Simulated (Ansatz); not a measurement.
Start from GaPt (space group P2_13, No. 198; a cell from a computed database, its experimental status unchecked).

```xyz
8
Lattice="4.9027 0.0000 0.0000 0.0000 4.9027 0.0000 0.0000 0.0000 4.9027" Properties=species:S:1:pos:R:3 pbc="T T T"
Ga     0.4570     0.4570     0.4570
Ga     1.9944     4.4457     2.9084
Ga     2.9084     1.9944     4.4457
Ga     4.4457     2.9084     1.9944
Pt     1.9509     1.9509     1.9509
Pt     0.5005     2.9519     4.4022
Pt     4.4022     0.5005     2.9519
Pt     2.9519     4.4022     0.5005
```

Method: plane-wave PAW DFT at the PBEsol level (Ansatz, a quantum-chemistry and plane-wave program, 420 eV), no spin-orbit coupling.

Base values:

The lattice parameter a is 9.265 bohr and the band gap comes out as zero.

It is then changed as follows: cell and atoms relaxed at a pressure of 0.3 GPa.

Problem. What does the calculation give for the lattice parameter a after the change?

Solution. The lattice parameter a decreases by 0.005 bohr to 9.260 bohr.

Problem. How does this affect the band gap?

Solution. The band gap stays zero.

Load acts through the strain it causes; cell and atoms are relaxed under it. Whether these cells are dynamically stable was not tested. All final runs are without spin polarisation.
